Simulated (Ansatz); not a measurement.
# How the lattice parameter c of BAs (model structure, P6₂22, No. 180, 6 atoms in the cell) moves with the method

No measured value is used here.

| level (code) | value (Å) |
|---|---|
| LDA (Ansatz) | 7.351 |
| PBE (Ansatz) | 7.482 |
| PBEsol (Ansatz) | 7.403 |
| PBE-D3(BJ) (Ansatz) | 7.405 |
| r²SCAN (Ansatz) | 7.460 |
| r²SCAN+rVV10 (Ansatz) | 7.445 |

Cutoffs differ between the levels. Ansatz's density-functional and Hartree–Fock values are scalar-relativistic unless marked +SOC, with PAW data made under PBE.

A model structure was made by putting elements into a prototype or built by hand; it is no filed structure, need not be a known phase, and can be a saddle point held by its symmetry.

Ansatz is a first-principles code.
